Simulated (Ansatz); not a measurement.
Worked calculations on one periodic cell of amorphous Si30N44Hf3: Si30N44Hf3, 77 atoms, volume 870.1 Å³, made by a melt-quench on the CHGNet potential and relaxed with DFT. N atoms were pushed apart under 1.9 Å during the dynamics, to hinder bonds among them. It is a model cell: composition and starting density were chosen by hand, and all elements were melted together. Cycles of charging were run to anneal it. Method: PBE, scalar-relativistic without spin-orbit coupling (plane waves to 420 eV, PAW; Ansatz, an electronic-structure program). Sampling: a 2×2×2 Γ-centred mesh; Fermi-Dirac width 0.02 eV; no spin polarisation. Its volume was held where the quench left it, its shape was free, and it stands at a mean pressure of 0.9 GPa with stress components up to 1.1 GPa; the relaxation ran on the zone centre alone. Its density went from a set 3.81 to 3.81 g/cm³. The cell is small and was quenched far faster than a real film, so it is one sample of the glass.

Problem. Count formal charges (Si +4, N -3, Hf +4). What does the count lead one to expect at the Fermi level, and what does the calculation give?

Solution. 30 × (+4) + 44 × (-3) + 3 × (+4) = 0. The charges balance, so the anion-derived valence states can be full and a gap can open. On this mesh the highest filled and lowest empty level lie 2.19 eV apart; localised defect or tail levels set that (at the zone centre the more localised edge state sits most on one Hf atom with neighbours N 2.08 Å, N 2.13 Å, N 2.29 Å, N 2.29 Å, N 2.33 Å), and the nearest spread-out levels lie 3.1 eV apart.

Four energies for an added electron at PBE on the zone centre alone (charged cells in a uniform background, spin-polarised): neutral at the neutral geometry -83198.355 eV; charged at the neutral geometry -83187.255 eV; charged and relaxed -83187.450 eV; neutral at the charged geometry -83198.057 eV.

Problem. Find the two relaxation energies and their sum, the reorganisation energy.

Solution. On charging: -83187.255 − (-83187.450) = 0.195 eV. On discharging: -83198.057 − (-83198.355) = 0.298 eV. The sum is 0.493 eV. The carrier's level spreads over 3 of the 77 atoms' worth, so it counts as localised, most on one Hf atom with neighbours N 2.08 Å, N 2.13 Å, N 2.29 Å, N 2.29 Å, N 2.33 Å (neutral geometry). The values are uncorrected: the image energy of a point charge in this cell, 2.84 × 14.40 / (2 × 9.5) = 2.1 eV before screening, is screened by electrons alone at the fixed geometry and by ions too after relaxing, and the carrier can be spread before it relaxes, so each term can be off by up to that value times 1/ε∞, some tenths of an eV. PBE's self-interaction favours spread-out carriers, so a hybrid can localise more.

Four energies for a hole at PBE on the zone centre alone (charged cells in a uniform background, spin-polarised): neutral at the neutral geometry -83198.355 eV; charged at the neutral geometry -83206.802 eV; charged and relaxed -83206.960 eV; neutral at the charged geometry -83198.135 eV.

Problem. Find the two relaxation energies and their sum, the reorganisation energy.

Solution. On charging: -83206.802 − (-83206.960) = 0.158 eV. On discharging: -83198.135 − (-83198.355) = 0.220 eV. The sum is 0.378 eV. The carrier's level spreads over 10 of the 77 atoms' worth, so it counts as partly localised, most on one N atom with neighbours Si 1.68 Å, Si 1.72 Å, Hf 2.20 Å (neutral geometry). The values are uncorrected: the image energy of a point charge in this cell, 2.84 × 14.40 / (2 × 9.5) = 2.1 eV before screening, is screened by electrons alone at the fixed geometry and by ions too after relaxing, and the carrier can be spread before it relaxes, so each term can be off by up to that value times 1/ε∞, some tenths of an eV. PBE's self-interaction favours spread-out carriers, so a hybrid can localise more.
